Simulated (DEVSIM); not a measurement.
System: abrupt Si p-n junction, at 300 K.

Layer 1 from the left is Si, thickness (μm) 47.0, Na (cm⁻³) 9.1e15, τn (s) 2.1e-7, τp (s) 2.1e-7. Layer 2 from the left is Si, thickness (μm) 2.40, Nd (cm⁻³) 1.1e16, τn (s) 2.1e-7, τp (s) 2.1e-7.

Left contact: ohmic. Right contact: ohmic. Voltage is applied to the left contact. Recombination: SRH at mid-gap, radiative. Mobility is μmin + (μ − μmin)/(1 + (N/Nref)^α).

The device is made up for the run: typed textbook-type constants, with dimensions and the other settings drawn at random. Values at 300 K.

Si: gap (eV) 1.124, affinity (eV) 4.05, permittivity 11.7, Nc (cm⁻³) 2.86e19, Nv (cm⁻³) 3.1e19, μn (cm²/Vs) 1417, μp (cm²/Vs) 470, μn,min 52, μp,min 45, Nref,n 9.7e16, Nref,p 2.2e17, αn 0.68, αp 0.72, B (cm³/s) 4.7e-15.

Task: Estimate by hand the built-in potential, the peak field at zero bias, the capacitance at -1.5 V, and compare with a numerical solution.

Result: 
- Built-in potential: ni = √(Nc Nv) exp(−Eg/2kT) = 1.08e10 cm⁻³ with Eg = 1.124 eV; Vbi = kT/q ln(Na Nd/ni²) = 0.710 V; numerical 0.710 V.
- Peak field at zero bias: depletion approximation: W = √(2εVbi/(qN)) = 0.430 μm with N = 4.98e15 cm⁻³; field = 2Vbi/W = 33100 V/cm; numerical 31900 V/cm (estimate above by 3.8 %).
- Capacitance at -1.5 V: C = √(qεN / 2(Vbi + |V|)) = 13.7 nF/cm²; numerical 13.8 nF/cm² (estimate below by 1.2 %).

Simulated with DEVSIM: 1D drift-diffusion, Boltzmann statistics, complete ionisation; no tunnelling, impact ionisation, image-force lowering or self-heating.
